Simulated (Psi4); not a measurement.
Psi4 1.11, HF/def2-svp: Ti(Cl)4 ([Cl][Ti]([Cl])([Cl])[Cl]), 5 atoms. The geometry is a generated start, not checked to be a minimum at this level.

| Property | Result |
|---|---|
| task | energy |
| method | scf |
| basis | def2-svp |
| memory | 3 GB |
| maxiter | 100 |
| keys of the molecule block | symmetry c1 |
| scf_type | df (default) |
| e_convergence | 1e-06 (default) |
| d_convergence | 1e-06 (default) |
| basis functions | 103 |

```xyz
5

Ti    -0.0009     0.0005     0.0019
Cl     1.6991    -0.5494    -1.1287
Cl     0.5852     0.4616     1.9739
Cl    -0.9101     1.6903    -0.8767
Cl    -1.3734    -1.6030     0.0296
```

Charge 0 and multiplicity 1 are set for this test and not shown to be the ground state.

With the defaults (damping_percentage = 0, diis = true, scf_initial_accelerator = adiis, guess = auto, which took SAD, diis_max_vecs = 10, soscf = false, soscf_start_convergence = 0.01, diis_start = 1, level_shift = 0, level_shift_cutoff = 0.01) it converges in 8 SCF iterations. One run each on 2 threads, with these changes:
- soscf = true, soscf_start_convergence = 0.1
- level_shift = 0.5, level_shift_cutoff = 0.001
- guess = sapgau
- damping_percentage = 60
- diis_start = 4
- guess = core
- guess = gwh
- diis_max_vecs = 20
- damping_percentage = 60, diis = false, scf_initial_accelerator = none

### Question
Which of these changes keep the SCF from converging, or lead it to another solution?

### Answer
No convergence: damping_percentage = 60; damping_percentage = 60, diis = false, scf_initial_accelerator = none (the run ends without SCF convergence in 100 iterations). The rest reach the solution of the defaults.

```csv
setting,SCF iterations,JK calls,end
"soscf = true, soscf_start_convergence = 0.1",6,22,same solution
the defaults,8,9,same solution
diis_max_vecs = 20,8,9,same solution
"level_shift = 0.5, level_shift_cutoff = 0.001",8,9,same solution
guess = sapgau,9,9,same solution
guess = gwh,12,12,same solution
guess = core,13,13,same solution
diis_start = 4,13,14,same solution
damping_percentage = 60,100,101,no convergence
"damping_percentage = 60, diis = false, scf_initial_accelerator = none",100,101,no convergence
```

An SOSCF iteration holds several JK calls; a Hückel guess adds calls on atoms.
